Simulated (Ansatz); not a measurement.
ZrSe2: isotropic strain −0.50 %

The parent structure is ZrSe$_{2}$ in the CdI2 type structure (space group P-3m1, No. 164; a = 3.735 Å, c = 6.032 Å; layered, stacked along the Cartesian z axis).

Now apply this change: the cell is scaled by 0.9950 in all directions, atoms relaxed at fixed cell.

All numbers come from Ansatz (an electronic-structure program) PBE-D3(BJ), scalar-relativistic without spin-orbit coupling. Γ-centred 14×14×8 mesh, Fermi–Dirac width 0.05 eV.

```json
[
 {"quantity": "volume per atom", "base": "24.29 Å³", "changed": "23.93 Å³", "shift": "-0.36 Å³"},
 {"quantity": "space group", "base": "P-3m1 (No. 164)", "changed": "P-3m1 (No. 164)", "shift": "–"},
 {"quantity": "shortest interatomic distance", "base": "2.684 Å", "changed": "2.680 Å", "shift": "-0.0047 Å"},
 {"quantity": "energy relative to the base (free energy F)", "base": "0 meV/atom", "changed": "+0.7 meV/atom", "shift": "+0.7 meV/atom"},
 {"quantity": "pressure (mean of the normal stresses, compression positive)", "base": "0.0 GPa", "changed": "0.6 GPa", "shift": "+0.6 GPa"},
 {"quantity": "band gap", "base": "zero", "changed": "zero", "shift": "–"}
]
```

Final structure:

```
CELL_PARAMETERS angstrom
      3.71640     0.00000     0.00000
     -1.85820     3.21850     0.00000
      0.00000     0.00000     6.00138
ATOMIC_POSITIONS crystal
  Zr 0.00000 0.00000 0.00000
  Se 0.33333 0.66667 0.26749
  Se 0.66667 0.33333 0.73251
```

No phonon test of stability was made. The final runs are not spin-polarised. Gaps under 0.05 eV, about the width of the smearing, are given as zero. The zero or small gap of ZrSe2 can change with the level of theory.
